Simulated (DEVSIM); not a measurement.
System: Schottky contact on n-type InP, at 300 K.

```tsv
layer (left to right)	material	thickness (μm)	Nd (cm⁻³)	τn (s)	τp (s)
1	InP	2.20	6.2e16	5.5e-10	5.5e-10
```

Left contact: Schottky, work function 4.86 eV, emission velocity 2.4e6 cm/s. Right contact: ohmic. Voltage is applied to the left contact. Recombination: SRH at mid-gap, radiative, Auger. Mobility is μmin + (μ − μmin)/(1 + (N/Nref)^α).

This is a model device: material constants are rounded textbook-type values typed into the input, and sizes, dopings and lifetimes were drawn at random. Values at 300 K; Nc and Nv go as T^1.5, mobilities as T to minus their exponent, the gap by Varshni's rule with the affinity fixed.

| parameter | InP |
|---|---|
| gap (eV) | 1.344 |
| affinity (eV) | 4.38 |
| permittivity | 12.5 |
| Nc (cm⁻³) | 5.7e17 |
| Nv (cm⁻³) | 1.1e19 |
| μn (cm²/Vs) | 5200 |
| μp (cm²/Vs) | 170 |
| μn,min | 400 |
| μp,min | 10 |
| Nref,n | 3e17 |
| Nref,p | 4.9e17 |
| αn | 0.47 |
| αp | 0.62 |
| T exponent of μn | 2 |
| T exponent of μp | 2 |
| B (cm³/s) | 1.2e-10 |
| Cn (cm⁶/s) | 9e-31 |
| Cp (cm⁶/s) | 9e-31 |
| Varshni α (eV/K) | 0.000363 |
| Varshni β (K) | 162 |

Model (solved in DEVSIM): 1D drift-diffusion, Boltzmann statistics, complete ionisation; no tunnelling, impact ionisation, image-force lowering or self-heating. Metal contacts follow the ideal Schottky-Mott rule: no Fermi-level pinning, no interface dipoles.

The temperature was swept, all else fixed.

```tsv
temperature (K)	potential step across the device at zero bias (V)	dark forward voltage at 100 A/cm² (V)	largest field in the device at zero bias (V/cm)
250	0.438	0.321	86000
300	0.423	0.282	84000
350	0.406	0.243	82000
400	0.389	0.202	79000
450	0.370	0.161	77000
500	0.351	0.122	74000
```

From the first row to the last the potential step across the device at zero bias goes from 0.438 to 0.351. From the first row to the last the dark forward voltage at 100 A/cm² goes from 0.321 to 0.122.
